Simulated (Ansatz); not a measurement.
System: KBH4 (within 0.1 Å of P4₂/nmc, No. 137; cell taken from a computed entry). Method: HSE06 (Ansatz, a first-principles code, plane waves, PAW).

Settings: plane-wave cutoff 500 eV, 6×6×4 k mesh (along the axes of the cell as run), gaussian smearing 0.02 eV, scalar-relativistic PAW data made under PBE.

Cell (relaxed with PBEsol):

```cif
data_H8B2K2
_chemical_formula_sum 'K2 B2 H8'
_space_group_name_H-M_alt 'P42/nmc :1'
_space_group_IT_number 137
_space_group_name_Hall 'P 4n 2n -1n'
_cell_length_a 4.63635
_cell_length_b 4.63635
_cell_length_c 6.51986
_cell_angle_alpha 90.000
_cell_angle_beta 90.000
_cell_angle_gamma 90.000
loop_
_space_group_symop_operation_xyz
  'x, y, z'
  '-y+1/2, x+1/2, z+1/2'
  '-x, -y, z'
  'y+1/2, -x+1/2, z+1/2'
  'x+1/2, -y+1/2, -z+1/2'
  '-y, -x, -z'
  '-x+1/2, y+1/2, -z+1/2'
  'y, x, -z'
  '-x+1/2, -y+1/2, -z+1/2'
  'y, -x, -z'
  'x+1/2, y+1/2, -z+1/2'
  '-y, x, -z'
  '-x, y, z'
  'y+1/2, x+1/2, z+1/2'
  'x, -y, z'
  '-y+1/2, -x+1/2, z+1/2'
loop_
_atom_site_label
_atom_site_type_symbol
_atom_site_symmetry_multiplicity
_atom_site_Wyckoff_symbol
_atom_site_fract_x
_atom_site_fract_y
_atom_site_fract_z
_atom_site_occupancy
K1 K 2 a 0.00000 0.00000 0.00000 1
B1 B 2 b 0.00000 0.00000 0.50000 1
H1 H 8 g 0.00000 0.21739 0.39079 1
```

Task: Estimate the band gap that the calculation returns.

Result: 
band gap: 7.32 eV (on the SCF k mesh)

Note: cell and atoms aren't relaxed at this level.

Computed values are for the static lattice.

Cost on a shared machine: very roughly 12 core-minutes.
